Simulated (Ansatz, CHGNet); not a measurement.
For SnSe2 (model structure, started from the 3R-MoS2 type, R3m, No. 160, 3 atoms in the cell), the machine-learned potential CHGNet 0.3.0 (trained on PBE and PBE+U data) gives:

- lattice parameter a: 3.829 Å
- lattice parameter c: 21.424 Å

Problem. What does PBE-D3(BJ) (Ansatz, a first-principles code, PAW) give for the same quantities?

Solution. 
- lattice constant a: 3.839 Å (rises by 0.3 %)
- lattice parameter c: 17.096 Å (shrinks by 20 %)

Changes are worked out from the printed values.

Unless a cell is named, each level is at its own relaxed cell (CHGNet 0.3.0 30.22, PBE-D3(BJ) 24.24 Å³/atom).

Caveats: the cell has another shape than the first-principles one, perhaps another minimum in the same group (CHGNet 0.3.0); the cell moved over 20 % in volume from its start (CHGNet 0.3.0). Ansatz's density-functional and Hartree–Fock values are scalar-relativistic unless marked +SOC, with PAW data made under PBE.

A model structure was made by putting elements into a prototype or built by hand; it is no filed structure, need not be a known phase, and can be a saddle point held by its symmetry.
